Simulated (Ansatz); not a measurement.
Base system: V in the bcc (W type) structure (space group Im-3m, No. 229; a = 2.9847 Å).

Method: Ansatz (a quantum-chemistry and plane-wave program) r2SCAN, spin-orbit coupling left out, earlier PAW set.

Base values:

| Quantity | Value |
|---|---|
| Lattice parameter a | 2.985 Å |

One thing is altered: Ti takes the place of V on all its sites; the structure is relaxed again.

Tabulated Pauling electronegativity and covalent radius: V 1.63, 1.53 Å; Ti 1.54, 1.60 Å.

Task: How does this affect the lattice parameter a?

Result: The lattice parameter a increases by 0.268 Å (2.985 Å → 3.253 Å).

No phonon test of stability was made. Starting moments died away, wholly or in part, for the base; another magnetic solution may exist. All final runs are without spin polarisation. This is not the structure that Ti has at room temperature and ambient pressure.
